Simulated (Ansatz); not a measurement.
**Competing hops of interstitial Cu in rock-salt MgO, charge state +1**

Consider interstitial Cu in rock-salt MgO, charge state +1. Level of theory: HSE06, atoms relaxed with HSE06 at the PBE lattice, PAW (plane waves to 420 eV; Ansatz, a first-principles code).

Settings: 64 host sites, the relaxed PBE lattice, a 2×2×2 k-point mesh shifted by half a step, smearing 0.01 eV, spin-restricted, no image-charge correction. No zero-point or tunnelling terms. The charge state is imposed; whether it is stable for some Fermi level was not computed. Sites that were not tried may lie lower.

```
Route                                         Start site over the lowest site run (eV)  Hop (Å)  Forward barrier (eV)  Backward barrier (eV)      Neighbours at the start     Neighbours at the saddle                        Saddle order
--------------------------------------------  ----------------------------------------  -------  --------------------  ---------------------  ---------------------------  ---------------------------  ----------------------------------
several atoms move together, Cu the farthest                                      0.00     2.12                  0.40                   0.40  4 Mg at 2.21; 4 O at 1.97 Å  2 Mg at 2.10; 2 O at 1.77 Å  not checked, on a symmetry element
```

Paths come from nudged elastic bands with a climbing image.  A band can be held on a symmetry element, so unchecked saddle points there may be too high. A further band (several atoms move together, Cu the farthest, 3.00 Å) gave 0.40 eV forward on its own sampling, 0.40 eV above the lowest site run, but a shoulder points to a second hump between its images, so it is not taken as a result.
